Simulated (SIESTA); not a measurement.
## Worked example: self-consistent single point of MnO2 (P6_3mc, 24 atoms in the cell) in SIESTA

Level of theory: GGA PBEsol, numerical atomic orbitals DZP, PseudoDojo PBEsol standard norm-conserving potentials (rewritten from UPF to PSML) (SIESTA).

Input:

```
# files in the folder: Mn.psml O.psml (PseudoDojo PBEsol standard)
SystemName  MnO2
SystemLabel siesta

NumberOfAtoms                24
NumberOfSpecies              2
%block ChemicalSpeciesLabel
  1 25 Mn
  2 8 O
%endblock ChemicalSpeciesLabel
LatticeConstant              1.0 Bohr
%block LatticeVectors
    10.670130693    0.000000000    0.000000000
    -5.335065346    9.240603902    0.000000000
     0.000000000    0.000000000   16.365670746
%endblock LatticeVectors
AtomicCoordinatesFormat      Fractional
%block AtomicCoordinatesAndAtomicSpecies
     0.167100000    0.832900000    0.210880000  1
     0.334200000    0.167100000    0.710880000  1
     0.167100000    0.334200000    0.210880000  1
     0.832900000    0.167100000    0.710880000  1
     0.665800000    0.832900000    0.210880000  1
     0.832900000    0.665800000    0.710880000  1
     0.333333000    0.666667000    0.485130000  1
     0.666667000    0.333333000    0.985130000  1
     0.165970000    0.834030000    0.599210000  2
     0.331940000    0.165970000    0.099210000  2
     0.165970000    0.331940000    0.599210000  2
     0.834030000    0.165970000    0.099210000  2
     0.668060000    0.834030000    0.599210000  2
     0.834030000    0.668060000    0.099210000  2
     0.039770000    0.519885000    0.340600000  2
     0.519885000    0.039770000    0.840600000  2
     0.480115000    0.519885000    0.340600000  2
     0.960230000    0.480115000    0.840600000  2
     0.480115000    0.960230000    0.340600000  2
     0.519885000    0.480115000    0.840600000  2
     0.333333000    0.666667000    0.100270000  2
     0.666667000    0.333333000    0.600270000  2
     0.000000000    0.000000000    0.318620000  2
     0.000000000    0.000000000    0.818620000  2
%endblock AtomicCoordinatesAndAtomicSpecies

XC.functional                GGA
XC.authors                   PBEsol
PAO.BasisSize                DZP
PAO.EnergyShift              0.01 Ry
MeshCutoff                   400 Ry
%block kgrid.MonkhorstPack
    4   0   0  0.0
    0   4   0  0.0
    0   0   2  0.0
%endblock kgrid.MonkhorstPack
OccupationFunction           FD
ElectronicTemperature        0.01 eV
Spin                         polarized
%block DM.InitSpin
  1 +4.00
  2 +4.00
  3 +4.00
  4 +4.00
  5 +4.00
  6 +4.00
  7 +4.00
  8 +4.00
  9 +0.00
  10 +0.00
  11 +0.00
  12 +0.00
  13 +0.00
  14 +0.00
  15 +0.00
  16 +0.00
  17 +0.00
  18 +0.00
  19 +0.00
  20 +0.00
  21 +0.00
  22 +0.00
  23 +0.00
  24 +0.00
%endblock DM.InitSpin

MaxSCFIterations             150
SCF.Mixer.Method             Pulay
SCF.Mixer.Weight             0.1
SCF.Mixer.History            8
SCF.DM.Tolerance             1.0E-04
Diag.ParallelOverK           true
WriteForces                  true
Charge.Mulliken              end
```

The program printed (abridged):

```
reinit: Reading from file input.fdf

reinit: System Name: MnO2
reinit: System Label: siesta

NOTE on units for spin output:
{S} is the spin magnetic moment, in units of the Bohr magneton,
assuming a g-factor for the electron spin of exactly 2.
The spin magnetic moment is then numerically equal to the charge inbalance,
in units of electrons, between the spin-up and -down channels.

coor:   Atomic-coordinates input format  =     Fractional

siesta: Atomic coordinates (Bohr) and species
siesta:     -2.66060   7.69650   3.45119  1        1
siesta:      2.67447   1.54410  11.63403  1        2
siesta:      0.00000   3.08821   3.45119  1        3
siesta:      7.99566   1.54410  11.63403  1        4
siesta:      2.66060   7.69650   3.45119  1        5
siesta:      5.33507   6.15239  11.63403  1        6
siesta:     -0.00001   6.16041   7.93948  1        7
siesta:      5.33507   3.08020  16.12231  1        8
siesta:     -2.67868   7.70694   9.80647  2        9
siesta:      2.65638   1.53366   1.62364  2       10
siesta:      0.00000   3.06733   9.80647  2       11
siesta:      8.01375   1.53366   1.62364  2       12
siesta:      2.67868   7.70694   9.80647  2       13
siesta:      5.33507   6.17328   1.62364  2       14
siesta:     -2.34927   4.80405   5.57415  2       15
siesta:      5.33507   0.36750  13.75698  2       16
siesta:      2.34927   4.80405   5.57415  2       17
siesta:      7.68433   4.43655  13.75698  2       18
siesta:      0.00000   8.87311   5.57415  2       19
siesta:      2.98580   4.43655  13.75698  2       20
siesta:     -0.00001   6.16041   1.64099  2       21
siesta:      5.33507   3.08020   9.82382  2       22
siesta:      0.00000   0.00000   5.21443  2       23
siesta:      0.00000   0.00000  13.39727  2       24

siesta: System type = bulk

initatomlists: Number of atoms, orbitals, and projectors:     24   360   352

   [... lines left out ...]
diag: Used triangular part                          = Lower
diag: Absolute tolerance                            =  0.100E-15
diag: Orthogonalization factor                      =  0.100E-05
diag: Memory factor                                 =  1.0000

superc: Internal auxiliary supercell:     5 x     5 x     3  =      75
superc: Number of atoms, orbitals, and projectors:   1800  27000  26400

                        Single-point calculation

superc: Internal auxiliary supercell:     5 x     5 x     3  =      75
superc: Number of atoms, orbitals, and projectors:   1800  27000  26400

outcell: Unit cell vectors (Ang):
        5.646390    0.000000    0.000000
       -2.823195    4.889917    0.000000
        0.000000    0.000000    8.660340

outcell: Cell vector modules (Ang)   :    5.646390    5.646390    8.660340
outcell: Cell angles (23,13,12) (deg):     90.0000     90.0000    120.0000
outcell: Cell volume (Ang**3)        :    239.1153
new_DM -- step:     1
Initializing Density Matrix...

Attempting to read DM from file... Failed...
DM filled with atomic data (user-defined):

InitMesh: MESH = 60 x 60 x 108 = 388800
InitMesh: Mesh cutoff (required, used) =   400.000   416.104 Ry

stepf: Fermi-Dirac step function
        iscf     Eharris(eV)        E_KS(eV)     FreeEng(eV)     dDmax    Ef(eV) dHmax(eV)
   scf:    1   -30312.948066   -30682.896893   -30682.896893  0.870465 -1.197008 28.334251
     spin moment: {S} , |S| = {        0.0        0.0   24.00000 }    24.00000
   scf:    2   -30857.042183   -30777.710300   -30777.710300  0.206475 -2.612828 19.063875
     spin moment: {S} , |S| = {        0.0        0.0   24.00000 }    24.00000
   scf:    3   -30684.880526   -30815.757996   -30815.761400  0.313864 -5.331453 10.487467
     spin moment: {S} , |S| = {        0.0        0.0   23.62699 }    23.62699
   scf:    4   -30814.642842   -30843.527462   -30843.527462  0.128575 -4.550200  6.322328
     spin moment: {S} , |S| = {        0.0        0.0   24.00000 }    24.00000
   scf:    5   -30818.317073   -30832.394459   -30832.394459  0.030113 -4.512144  8.664521
     spin moment: {S} , |S| = {        0.0        0.0   24.00000 }    24.00000
   scf:    6   -30823.180857   -30827.895422   -30827.895422  0.012726 -4.406698  9.656539
   [... lines left out ...]
   scf:   14   -30849.800058   -30849.798200   -30849.798200  0.000454 -5.244235  0.146069
     spin moment: {S} , |S| = {        0.0        0.0   24.00000 }    24.00000
   scf:   15   -30849.806234   -30849.803181   -30849.803181  0.001570 -5.226916  0.032380
     spin moment: {S} , |S| = {        0.0        0.0   24.00000 }    24.00000
   scf:   16   -30849.802813   -30849.803242   -30849.803242  0.000600 -5.220589  0.027630
     spin moment: {S} , |S| = {        0.0        0.0   24.00000 }    24.00000
   scf:   17   -30849.803424   -30849.803380   -30849.803380  0.000214 -5.222957  0.003566
     spin moment: {S} , |S| = {        0.0        0.0   24.00000 }    24.00000
   scf:   18   -30849.803423   -30849.803398   -30849.803398  0.000153 -5.221795  0.001225
     spin moment: {S} , |S| = {        0.0        0.0   24.00000 }    24.00000
   scf:   19   -30849.803400   -30849.803399   -30849.803399  0.000018 -5.221721  0.000898
     spin moment: {S} , |S| = {        0.0        0.0   24.00000 }    24.00000
SCF Convergence by DM+H criterion
max |DM_out - DM_in|         :     0.0000184399
max |H_out - H_in|      (eV) :     0.0008984750
SCF cycle converged after 19 iterations

Using DM_out to compute the final energy and forces

siesta: E_KS(eV) =           -30849.8034

siesta: E_KS - E_eggbox =    -30849.8034

siesta: Atomic forces (eV/Ang):
     1    0.234059   -0.135134    0.108416
     2    0.234061    0.135086    0.108344
     3   -0.000043    0.270245    0.108342
   [... 21 lines left out ...]
   Tot    0.000000   -0.000000   -0.002616
   Max    0.270245
   Res    0.120176    sqrt( Sum f_i^2 / 3N )
   Max    0.270245    constrained

Stress tensor Voigt[x,y,z,yz,xz,xy] (kbar):       15.85       15.92       21.17        0.00       -0.00        0.06
(Free)E + p*V (eV/cell)   -30852.4374
Target enthalpy (eV/cell)   -30849.8034

siesta: Program's energy decomposition (eV):
siesta: Ebs     =     -5823.684284
siesta: Eions   =     42483.091397
siesta: Ena     =      4547.052399
siesta: Ekin    =     15196.778179
siesta: Enl     =     -2675.140544
siesta: Eso     =         0.000000
siesta: Edftu   =         0.000000
siesta: DEna    =       273.870071
siesta: DUscf   =        14.819290
siesta: DUext   =         0.000000
siesta: Ex      =     -5368.515449
siesta: Ec      =      -355.575948
siesta: Exc     =     -5724.091397
siesta: Eharris =    -30849.803400
siesta: Etot    =    -30849.803399
siesta: FreeEng =    -30849.803399

siesta: Atomic forces (eV/Ang):
siesta:      1    0.234059   -0.135134    0.108416
siesta:      2    0.234061    0.135086    0.108344
siesta:      3   -0.000043    0.270245    0.108342
siesta:      4   -0.234059    0.135134    0.108416
siesta:      5   -0.234061   -0.135086    0.108344
siesta:      6    0.000043   -0.270245    0.108342
siesta:      7    0.000070   -0.000039   -0.072568
siesta:      8   -0.000070    0.000039   -0.072568
siesta:      9    0.011708   -0.006760   -0.157655
siesta:     10    0.011798    0.006775   -0.157706
siesta:     11   -0.000031    0.013605   -0.157705
siesta:     12   -0.011708    0.006760   -0.157655
siesta:     13   -0.011798   -0.006775   -0.157706
   [... lines left out ...]
siesta: Cell volume =        239.115265 Ang**3
siesta:         -17.64880327        -18.43728156  kBar
   [... lines left out ...]
  10  3.185   0.857   0.022   0.807   0.818   0.811  -0.040  -0.066  -0.043
   [... 29 lines left out ...]

mulliken: Qtot =       96.000

Mulliken Atomic Populations:
Atom #   charge [q] valence [e]      Sz [e]  Species
     1     0.963213   14.036787    2.874227  Mn
     2     0.963225   14.036775    2.874231  Mn
     3     0.963225   14.036775    2.874231  Mn
     4     0.963213   14.036787    2.874227  Mn
     5     0.963225   14.036775    2.874231  Mn
     6     0.963225   14.036775    2.874231  Mn
     7     0.974917   14.025083    2.928770  Mn
     8     0.974917   14.025083    2.928770  Mn
     9    -0.495669    6.495669    0.126363  O
    10    -0.495669    6.495669    0.126358  O
    11    -0.495669    6.495669    0.126358  O
    12    -0.495669    6.495669    0.126363  O
    13    -0.495669    6.495669    0.126358  O
    14    -0.495669    6.495669    0.126358  O
    15    -0.463261    6.463261   -0.016345  O
    16    -0.463261    6.463261   -0.016345  O
    17    -0.463260    6.463260   -0.016344  O
    18    -0.463261    6.463261   -0.016345  O
    19    -0.463261    6.463261   -0.016345  O
    20    -0.463260    6.463260   -0.016344  O
    21    -0.488865    6.488865    0.043467  O
    22    -0.488865    6.488865    0.043467  O
    23    -0.498924    6.498924    0.075028  O
    24    -0.498924    6.498924    0.075028  O
 Total    -0.000000               24.000000
```

The run converged in 19 iterations.

The starting cell comes from a database of computed structures (which also holds hypothetical and non-ambient phases and stackings), without a prior relaxation at this level. The magnetic order is the one reached from the typed start; others were not searched systematically. Values carry the incompleteness of an atom-centred basis.

Cost on one core of a shared machine: roughly 5 min.
